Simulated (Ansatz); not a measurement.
Consider SnTe in the rock salt structure (space group Fm-3m, No. 225; a = 6.3697 Å).

Structures relaxed with r2SCAN in Ansatz (plane waves to 500 eV, PAW, no spin-orbit coupling).

Base:

Simulated powder pattern, Cu Kα1, λ = 1.54056 Å (kinematic, ideal powder, no thermal factors, no anomalous dispersion; the 14 strongest lines at most, above 2 %, up to 2θ = 90°):

| 2θ (°) | I/Imax (%) | hkl |
|---|---|---|
| 27.99 | 100 | (200) |
| 40.00 | 76 | (220) |
| 49.53 | 27 | (222) |
| 57.86 | 13 | (400) |
| 65.48 | 35 | (420) |
| 72.66 | 25 | (422) |
| 86.33 | 8.2 | (440) |

Now apply this change: full substitution Sn → W; the structure is relaxed again.

Question: Where do the lines fall after the change?

Answer: 
Simulated powder pattern, Cu Kα1, λ = 1.54056 Å (kinematic, ideal powder, no thermal factors, no anomalous dispersion; the 14 strongest lines at most, above 2 %, up to 2θ = 90°):

| 2θ (°) | I/Imax (%) | hkl |
|---|---|---|
| 27.75 | 7.2 | (111) |
| 32.15 | 100 | (200) |
| 46.10 | 74 | (220) |
| 54.66 | 4.1 | (311) |
| 57.31 | 26 | (222) |
| 67.25 | 12 | (400) |
| 76.50 | 34 | (420) |
| 85.41 | 26 | (422) |

The indices refer to each structure's own conventional cell; one index is shown for lines that coincide.

Stability against distortions was not tested. As relaxed here, WTe is a hypothetical phase, not in the database extracts checked. All final runs are without spin polarisation. WTe has a high density of states at the Fermi level and may be magnetic at this level.

Ansatz is a first-principles code.
